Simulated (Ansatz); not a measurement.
Cost and result by functional for the adsorption energy of CH3 on the 1x1 (110) surface of bcc Nb, one in a 2x2 cell, started at the site 'bridge Nb-Nb (span 3.3 Å)', in Ansatz (plane waves, PAW). Single points on the PBE structure, on one kind of machine; costs are rough ratios of the slab run's core time (references not counted) to the cheapest single point. r2SCAN's cost holds its higher cutoff (500 against 420 eV). Differences are taken against r2SCAN for comparison alone: no measured value is at hand, so the table doesn't rank accuracy.

Set-up: 20 atoms, 6.8 Å thick at the start under the adsorbate (thin: gaps and levels are the slab's own); mesh 5x5x1; 0.1 eV smearing; dipole correction on; 8 atoms held, the rest relaxed; no symmetry held; no spin, no spin-orbit, no U, no dispersion correction. At the end it is bonded to 3 Nb. In PBE it is, or lies within 0.03 eV of, the lowest of the starts that converged. These notes are the PBE run's. Adsorption energies are against CH4(g) − ½ H2(g). A negative adsorption energy means that the adsorbate is more stable on the surface than in its reference.

```json
[
 {"functional": "RPBE", "relative cost": "1", "adsorption energy (eV)": "0.22", "less r2SCAN (eV)": "0.47"},
 {"functional": "r2SCAN", "relative cost": "2", "adsorption energy (eV)": "-0.24", "less r2SCAN (eV)": "0.00"},
 {"functional": "PBE (the relaxed run's value)", "relative cost": "–", "adsorption energy (eV)": "-0.03", "less r2SCAN (eV)": "0.21"}
]
```

The values span 0.47 eV, while the single points' costs differ by a factor of roughly 2. Differences are of unrounded values.

Ansatz is a first-principles code.
